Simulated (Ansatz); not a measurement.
Ansatz (a first-principles code) run on K2S (Fm-3m, 3 atoms in the cell): self-consistent single point.

Level of theory: PBE (plane waves, PAW; Ansatz).

The change in words: lattice scaled by 0.98. Reference geometry:
```xyz
3
Lattice="0.0000 3.6765 3.6765 3.6765 0.0000 3.6765 3.6765 3.6765 0.0000" Properties=species:S:1:pos:R:3 pbc="T T T"
K      5.5148     5.5148     5.5148
K      1.8383     1.8383     1.8383
S      0.0000     0.0000     0.0000
```

Reference input (self-consistent single point, DFT, PBE, plane waves, default PAW files): kpoints.mp_grid.grid = 4 4 4; hamiltonian.xc = pbe; hamiltonian.pseudopotentials = {kind: paw} (the program's default PAW files); scf.occupations.method = fermi_dirac; scf.occupations.width = 0.01 eV. This run's input differs from it in these lines:

```diff
@@ -2,5 +2,5 @@
   lattice:
-    - [0.00000000, 3.67654300, 3.67654300]
-    - [3.67654300, 0.00000000, 3.67654300]
-    - [3.67654300, 3.67654300, 0.00000000]
+    - [0.00000000, 3.60301200, 3.60301200]
+    - [3.60301200, 0.00000000, 3.60301200]
+    - [3.60301200, 3.60301200, 0.00000000]
   atoms:
```

Output, abridged:

```
SCF iter   1: F=—  HF=-3980.789380 eV  |F-HF|=—  |Δ(HF+E_count)|=         —  Δρ=7.92e-4  dr2=1.24e-3  ethr=1.77e-3  ⟨swp⟩=6.6  Hψ=724  notcnv=0
all-band conjugate gradients solve this SCF's bands
preconditioner: auto → none
SCF iter   2: F=—  HF=-3980.788183 eV  |F-HF|=—  |Δ(HF+E_count)|=   1.20e-3  Δρ=5.53e-4  dr2=4.80e-4  ethr=5.15e-6  ⟨swp⟩=2.9  Hψ=323  notcnv=0
SCF iter   3: F=—  HF=-3980.788064 eV  |F-HF|=—  |Δ(HF+E_count)|=   1.19e-4  Δρ=1.63e-4  dr2=2.16e-5  ethr=2.00e-6  ⟨swp⟩=2.0  Hψ=158  notcnv=0
SCF iter   4: F=—  HF=-3980.788072 eV  |F-HF|=—  |Δ(HF+E_count)|=   8.07e-6  Δρ=1.15e-4  dr2=1.73e-5  ethr=8.98e-8  ⟨swp⟩=2.9  Hψ=262  notcnv=0
SCF iter   5: F=—  HF=-3980.788068 eV  |F-HF|=—  |Δ(HF+E_count)|=   3.98e-6  Δρ=5.35e-5  dr2=3.61e-6  ethr=7.21e-8  ⟨swp⟩=2.0  Hψ=147  notcnv=0
SCF iter   6: F=-3980.788067 eV  HF=-3980.788067 eV  |F-HF|=4.20e-8  |Δ(HF+E_count)|=   9.87e-7  Δρ=6.85e-6  dr2=5.47e-8  ethr=4.17e-10  ⟨swp⟩=3.0  Hψ=512  notcnv=0
SCF 1 converged in 6 iterations: F = -3980.788067 eV  dr2 = 5.47e-8
Free energy (F): -3980.788067 eV
Internal energy: -3980.788067 eV  (E = F + TS)
E sigma→0 (E₀):  -3980.788067 eV
Fermi energy:    4.468129 eV
--- Forces (eV/Å), atoms counted from 1 ---
  atom   1  K     -0.00000000    -0.00000000     0.00000000
   [... zero for the other atoms too ...]
--- Stress (GPa, compression-positive) ---
        2.415699      -0.000000       0.000000
       -0.000000       2.415699       0.000000
        0.000000      -0.000000       2.415699
  P = ⅓ Tr σ = 2.4157 GPa (24.157 kbar)
  The stress holds the Pulay correction. Without it, at fixed plane waves, as pw.x and ABINIT print it: P = 2.4142 GPa
```

The run converged in 6 iterations. Against the reference run the free energy goes up by 19.7 meV/atom, the pressure goes from 0.89 to 2.42 GPa and the gap on the mesh goes from 2.435 to 2.592 eV.

The starting cell comes from a database of computed structures (which also holds hypothetical and non-ambient phases and stackings), without a prior relaxation at this level. Its lattice was rescaled by a random factor within 2.5 % of one. For this run, on top of that: lattice scaled by 0.98. Ansatz's pressure includes its estimate of the finite-basis (Pulay) stress.

Keys are those of Ansatz 0.2.
